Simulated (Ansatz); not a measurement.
**SnTe (model structure, within 0.1 Å of Fm-3m, No. 225, 2 atoms in the cell)**

Level of theory: PBEsol in Ansatz (PAW).

Settings: plane-wave cutoff 500 eV, 12×12×12 k mesh, Fermi–Dirac smearing 0.05 eV, scalar-relativistic PAW data made under PBE.

Cell (relaxed at this level):

SnTe is taken in the trigonal space group R3m, hexagonal axes (No. 160), Pearson symbol hR2. Lattice parameters: a = 4.446 Å, b = 4.446 Å, c = 10.893 Å, α = 90.00°, β = 90.00°, γ = 120.00°. Sn on 3a sees 6 Te at 3.141–3.148 Å (octahedral). Te on 3a is coordinated by 6 Sn at 3.141–3.148 Å (octahedral). (Neighbours: up to the widest gap in distance over summed covalent radii, below 1.35, at either atom; cation-cation and far metal-metal contacts left out.)
(The calculation used a cell of 2 atoms; values per cell refer to that cell.)

```json
{
 "band_gap": "0.16 eV (on the SCF k mesh)"
}
```

Spin–orbit coupling is not included; with these elements it can move the gap by several tenths of an eV or more.

A model structure was made by putting elements into a prototype or built by hand; it is no filed structure, need not be a known phase, and can be a saddle point held by its symmetry.

Ansatz is an electronic-structure program.
